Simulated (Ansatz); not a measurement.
Given:

```xyz
5
Lattice="5.9073 0.0000 0.0000 0.0000 5.9073 0.0000 0.0000 0.0000 5.8635" Properties=species:S:1:pos:R:3 pbc="T T T"
Cs     0.0000     0.0000     0.0000
Pb     2.9537     2.9537     2.9317
Br     2.9537     0.0000     2.9317
Br     0.0000     2.9537     2.9317
Br     2.9537     2.9537     0.0000
```

No spin polarisation.

All numbers come from plane-wave PAW DFT at the PBEsol level (Ansatz, a program for electronic structure, 420 eV), spin-orbit coupling left out. Settings: 6×6×6 k-points, 0.05 eV Fermi–Dirac smearing.

### Question
What is the computed band gap?

### Answer
1.46 eV.

### Question
What is the computed gap character?

### Answer
Direct at A.

With Pb present, leaving out spin-orbit coupling can change the band edges. The cells carry an imposed strain or load. Stability against distortions was not tested. The cell was made from CsPbBr$_{3}$ in the cubic perovskite structure (space group Pm-3m, No. 221) by this change: biaxial strain +0.60 %, plane normal [001], relaxed out of plane. Many cubic perovskites are stable only at high temperature; tilts and polar distortions were not tested. This is not the structure that CsPbBr3 has at room temperature and ambient pressure.
